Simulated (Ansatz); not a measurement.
```xyz
2
Lattice="0.0000 3.1963 3.3675 3.1963 0.0000 3.3675 3.1963 3.1963 0.0000" Properties=species:S:1:pos:R:3 pbc="T T T"
Cd     0.0000     0.0000     0.0000
Te     1.5981     1.5981     1.6837
```

Method: PBEsol with spin-orbit coupling, rigid bands (plane waves, PAW; Ansatz, an electronic-structure program). Condition of this run: uniaxial stress zz = -1 GPa (compression positive) (the target of the relaxation). Cell: cell and atoms relaxed with PBEsol, then loaded as said.

Q: Predict the hole conductivity mass (n e² τ/σ) at 300 K, by direction if it differs.

A: 0.30 (x), 0.30 (y), 0.53 (z) mₑ.

Q: And the band gap?

A: 0.29 eV at this level; semilocal functionals usually fall short of the measured gap.

Rigid bands, one relaxation time for all states, no polarons.
